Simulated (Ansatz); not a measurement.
The starting structures come from a database of crystals and need not be the phases stable at ambient conditions.

By PBEsol, the system below comes out a metal.

A figure of merit of an interconnect metal is its ballistic conductance per area.

Consider the following.

```xyz
6
Lattice="4.7659 0.0000 0.0000 0.0000 5.5672 0.0000 2.3829 -2.7836 2.7836" Properties=species:S:1:pos:R:3 pbc="T T T"
B      3.5744     0.0000     0.0000
B      1.1915     0.0000     0.0000
W      2.3829     0.9481     1.8354
W      4.7659     1.8354     0.9481
W      4.7659    -0.9481     1.8354
W      2.3829     3.7317     0.9481
```

Space group of this cell: I4/mcm. The cell is taken as given; by PBEsol its mean pressure is -4.8 GPa.

The current flows along the normal of the first two printed cell vectors, the (100) plane of the conventional cell. No spin-orbit coupling; the value is a mean over 0.1 eV about the Fermi level.

Task: Predict the ballistic conductance per area from PBEsol (Ansatz, a program for electronic structure).

Result: 0.87 × 10¹⁵ S/m² for both spins.
